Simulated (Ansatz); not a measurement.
End structure of a constructed model of the (111) surface of fcc Ag, a layer of In in place of the third plane (bottom of the slab: a bare face, its two planes held):

```yaml
crystal:
  lattice:
    - [2.93338, 0.00000, 0.00000]
    - [-1.46669, 2.54038, 0.00000]
    - [0.00000, 0.00000, 28.00000]
  atoms:
    - { symbol: Ag, position: [0.33333, 0.66667, 0.28679] }
    - { symbol: Ag, position: [0.66667, 0.33333, 0.37233] }
    - { symbol: Ag, position: [0.00000, 0.00000, 0.45767] }
    - { symbol: In, position: [0.33333, 0.66667, 0.55137] }
    - { symbol: Ag, position: [0.66667, 0.33333, 0.64456] }
    - { symbol: Ag, position: [0.00000, 0.00000, 0.73020] }
```

Set-up: 6 atoms, 11.9 Å thick at the start with caps and adatoms (thin: gaps and levels are the slab's own); mesh 15x15x1; 0.1 eV smearing; dipole correction on; 2 atoms held, the rest relaxed; start symmetry kept, larger cells not searched; no spin, no spin-orbit, no U. In PBE it lies 0.04 eV a 1x1 cell over the lowest computed structure of the same composition (a layer of In in place of the second plane).

### Question
What is the computed work function of the top face (PBE (Ansatz, a quantum-chemistry and plane-wave program))?

### Answer
4.56 eV
